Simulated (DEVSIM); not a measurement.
System: abrupt GaSb p-n junction, at 300 K.

Layer 1 from the left is GaSb, thickness (μm) 39.0, Na (cm⁻³) 1.8e16, τn (s) 1.6e-8, τp (s) 1.6e-8. Layer 2 from the left is GaSb, thickness (μm) 17.0, Nd (cm⁻³) 1.2e15, τn (s) 1.6e-8, τp (s) 1.6e-8.

Left contact: ohmic. Right contact: ohmic. Voltage is applied to the left contact. Recombination: SRH at mid-gap. Mobility is μmin + (μ − μmin)/(1 + (N/Nref)^α).

The device is made up for the run: typed textbook-type constants, with dimensions and the other settings drawn at random. Values at 300 K.

GaSb: gap (eV) 0.726, affinity (eV) 4.06, permittivity 15.7, Nc (cm⁻³) 2.1e17, Nv (cm⁻³) 1.8e19, μn (cm²/Vs) 5000, μp (cm²/Vs) 850, μn,min 1000, μp,min 190, Nref,n 2.8e17, Nref,p 9e17, αn 1.05, αp 0.65.

Q: Estimate by hand the built-in potential, the peak field at zero bias, the capacitance at -0.6 V, and compare with a numerical solution.

A: 
- Built-in potential: ni = √(Nc Nv) exp(−Eg/2kT) = 1.55e12 cm⁻³ with Eg = 0.726 eV; Vbi = kT/q ln(Na Nd/ni²) = 0.414 V; numerical 0.414 V.
- Peak field at zero bias: depletion approximation: W = √(2εVbi/(qN)) = 0.799 μm with N = 1.12e15 cm⁻³; field = 2Vbi/W = 10400 V/cm; numerical 10500 V/cm (estimate below by 1.4 %).
- Capacitance at -0.6 V: C = √(qεN / 2(Vbi + |V|)) = 11.1 nF/cm²; numerical 11.4 nF/cm² (estimate below by 2.7 %).

DEVSIM, 1D drift-diffusion, Boltzmann statistics, complete ionisation; no tunnelling, impact ionisation, image-force lowering or self-heating.
